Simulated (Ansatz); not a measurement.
Base system: Li in the bcc (W type) structure (space group Im-3m, No. 229; a = 3.435 Å).

Structures relaxed with DFT with PBE, PAW potentials and a 420 eV plane-wave cutoff in Ansatz (a first-principles code), without spin-orbit coupling, earlier PAW set.

Base:

Simulated powder pattern, Co Kα, λ = 1.79026 Å (kinematic, ideal powder, no thermal factors, no anomalous dispersion; the 14 strongest lines at most, above 2 %, up to 2θ = 90°):

```csv
2θ (°),I/Imax (%),hkl
43.25,100,(110)
62.83,17,(200)
79.34,35,(211)
```

It is then changed as follows: full substitution Li → Cs, then cell and atoms are relaxed.

After the change:

Simulated powder pattern, Co Kα, λ = 1.79026 Å (kinematic, ideal powder, no thermal factors, no anomalous dispersion; the 14 strongest lines at most, above 2 %, up to 2θ = 90°):

| 2θ (°) | I/Imax (%) | hkl |
|---|---|---|
| 23.76 | 100 | (110) |
| 33.85 | 21 | (200) |
| 41.77 | 46 | (211) |
| 48.62 | 15 | (220) |
| 54.81 | 21 | (310) |
| 60.56 | 5.2 | (222) |
| 66.00 | 24 | (321) |
| 71.21 | 2.5 | (400) |
| 76.27 | 12 | (411) |
| 81.22 | 7.1 | (420) |
| 86.11 | 6.3 | (332) |

The indices refer to each structure's own conventional cell; one index is shown for lines that coincide.

Whether these cells are dynamically stable was not tested. The final runs are not spin-polarised.
